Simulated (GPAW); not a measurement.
A self-consistent single point of a sheet of PtSe2 (3 atoms in the cell) with GPAW.

Computed with LDA (Perdew-Wang 92), GPAW PAW datasets LDA (gpaw-data 1.0.1) (plane waves; GPAW 25.7.0).

```yaml
crystal:
  lattice:
    - [3.61926, 0.00000, 0.00000]
    - [-1.80963, 3.13437, 0.00000]
    - [0.00000, 0.00000, 16.98204]
  atoms:
    - { symbol: Pt, position: [0.00000, 0.00000, 0.50000] }
    - { symbol: Se, position: [0.33333, 0.66667, 0.58780] }
    - { symbol: Se, position: [0.66667, 0.33333, 0.41220] }
```

Reference input (self-consistent single point, DFT PBE, plane waves, GPAW PAW datasets PBE (gpaw-data 1.0.1)): mode = pw; ecut = 550 eV; xc = PBE; kpts = 9 9 1; mesh shift (steps) = 0 0 0; occupations.name = methfessel-paxton; occupations.width = 0.136 eV; occupations.order = 0; nbands = -9; convergence.density = 1e-05 e/electron; convergence.energy = 1e-05 eV/electron; symmetry.symmorphic = false. This run's input differs from it in these lines:

```diff
@@ -14,7 +14,7 @@
 calc = GPAW(mode={'name': 'pw', 'ecut': 550},
-            xc='PBE',
+            xc='LDA',
             kpts=(9, 9, 1),
             occupations={'name': 'methfessel-paxton', 'width': 0.136, 'order': 0},
-            nbands=-9,
-            convergence={'density': 1e-05, 'energy': 1e-05},
+            nbands=-6,
+            convergence={'density': 1e-05, 'energy': 1e-05, 'bands': -4},
             symmetry={'symmorphic': False, 'tolerance': 0.0005},
```

Its files differ too (potentials: GPAW PAW datasets LDA (gpaw-data 1.0.1)).

Output, abridged:

```
     iter     time        total  log10-change:
                         energy   eigst   dens
iter:   1 --:--:--   -17.795580   +0.27
iter:   2 --:--:--   -17.517459   -0.99  -1.30
iter:   3 --:--:--   -17.047458   -1.24  -1.33
iter:   4 --:--:--   -16.950725   -1.96  -1.43
iter:   5 --:--:--   -16.905115   -1.77  -1.56
   [... 2 lines left out ...]
iter:   8 --:--:--   -16.849478   -3.22  -2.52
iter:   9 --:--:--   -16.847001   -3.31  -2.62
iter:  10 --:--:--   -16.845687   -3.38  -2.79
iter:  11 --:--:--   -16.845643   -4.10  -3.39
iter:  12 --:--:--   -16.845661c  -4.38  -3.46
iter:  13 --:--:--   -16.845699c  -4.61  -3.40
iter:  14 --:--:--   -16.845698c  -4.88  -3.37
iter:  15 --:--:--   -16.845695c  -5.15  -3.38
iter:  16 --:--:--   -16.845642c  -5.10  -3.37
   [... 7 lines left out ...]
iter:  24 --:--:--   -16.845635c  -6.76  -4.39
iter:  25 --:--:--   -16.845635c  -7.04  -4.63
iter:  26 --:--:--   -16.845635c  -7.17  -4.65
iter:  27 --:--:--   -16.845635c  -7.34  -4.74
iter:  28 --:--:--   -16.845635c  -7.46c -4.90
iter:  29 --:--:--   -16.845635c  -7.57c -4.98
iter:  30 --:--:--   -16.845635c  -7.67c -5.01c
Converged after 30 iterations.

Dipole moment: (-0.000000, 0.000000, 0.000000) |e|*Ang

Energy contributions relative to reference atoms: (reference = -632131.096150)

Kinetic:        -10.038619
Potential:       +5.748166
External:        +0.000000
XC:             -12.012790
Entropy (-ST):   -0.000006
Local:           -0.542389
SIC:             +0.000000
--------------------------
Free energy:    -16.845638
Extrapolated:   -16.845635

Showing only first 2 kpts
 Kpt  Band  Eigenvalues  Occupancy
  0    12     -1.44751    1.99992
  0    13     -1.44750    1.99992
  0    14      0.92606    0.00000
  0    15      0.92610    0.00000

  1    12     -1.74765    2.00000
  1    13     -1.45168    1.99993
  1    14      0.15267    0.00000
  1    15      0.76221    0.00000

Fermi level: -1.06803

Gap: 0.756 eV
Transition (v -> c):
   [... lines left out ...]
Direct gap: 1.025 eV
Transition at: (s=0, k=3, n=13, [0.22, 0.00, 0.00])
Energy (eV): -16.845635

Forces in eV/Ang:
  0 Pt    0.00000    0.00000    0.00000
  1 Se   -0.00000    0.00000   -1.84870
  2 Se    0.00000   -0.00000    1.84870

Stress tensor:
     0.014917     0.000000     0.000000
     0.000000     0.014917     0.000000
     0.000000     0.000000     0.028721
Stress (GPa, Voigt): [2.39   2.39   4.6016 0.     0.     0.    ]
```

The run converged in 30 iterations. GPAW prints stress with tension positive. Against the reference run the largest force goes from 1.138 to 1.849 eV/Å.

The starting cell was generated: these elements placed on a structure prototype, without a prior relaxation; it need not be a known phase or ordering of this composition. Its lattice was rescaled in the plane by a random factor within 2.5 % of one. Spin-orbit coupling is off. Forces in this geometry exceed 1 eV/Å.

Cost on one core of a shared machine: roughly 60 s.
